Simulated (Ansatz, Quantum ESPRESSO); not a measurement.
## Code comparison for Al2Au (Fm-3m, 3 atoms in the cell)

Self-consistent single point.

```yaml
crystal:
  lattice:
    - [0.00000, 3.04317, 3.04317]
    - [3.04317, 0.00000, 3.04317]
    - [3.04317, 3.04317, 0.00000]
  atoms:
    - { symbol: Al, position: [0.25000, 0.25000, 0.25000] }
    - { symbol: Al, position: [0.75000, 0.75000, 0.75000] }
    - { symbol: Au, position: [0.00000, 0.00000, 0.00000] }
```

Shared settings, as Ansatz (an electronic-structure program) writes them: kpoints.mp_grid.grid = 9 9 9; magnetization.spin_orbit = true; scf.occupations.method = fermi_dirac; scf.occupations.width = 0.1 eV. Potentials and cutoffs stand in the table.

```json
[
 {"code": "Ansatz", "model": "PBE with spin-orbit coupling, default PAW files", "pressure (GPa)": "-2.09", "cutoff": "420 eV"},
 {"code": "Quantum ESPRESSO", "model": "PBE, spin-orbit coupling, PseudoDojo fully relativistic norm-conserving (PBE) pseudopotentials", "pressure (GPa)": "-2.10", "cutoff": "80 Ry"}
]
```

The spread over the programs that give each value: pressure within 0.01 GPa.

Ansatz's pressure is given at a fixed set of plane waves, as the other plane-wave codes print theirs; with its correction for the finite basis it is -2.04 GPa.

The starting cell comes from a database of computed structures (which also holds hypothetical and non-ambient phases and stackings), without a prior relaxation at this level. Its lattice was rescaled by a random factor within 2.5 % of one.

Left out of this page: ABINIT (failed or unconverged); Elk, FLEUR and SIESTA (not drawn, or without a comparable value).

Keys are those of Ansatz 0.2.
